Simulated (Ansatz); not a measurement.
The parent structure is Y in the hcp (Mg type) structure (space group P6_3/mmc, No. 194; a = 3.6523 Å, c = 5.7029 Å; relaxed with 0.1 eV smearing).

Computed with Ansatz (an electronic-structure program), PBE, PAW, cutoff 420 eV, spin-orbit coupling left out.

Before the change:

| Item | Value |
|---|---|
| Pressure | 0.0 GPa |
| Band gap | zero |

Now apply this change: an isotropic linear strain of −3.00 %, atoms relaxed at fixed cell.

Q: Estimate the effect on the energy relative to the base, pressure and band gap.

A: The energy increases by 36 meV/atom; the pressure (mean of the normal stresses, compression positive) goes from zero to 4.2 GPa; the band gap remains zero.

Whether these cells are dynamically stable was not tested. The final runs are not spin-polarised.
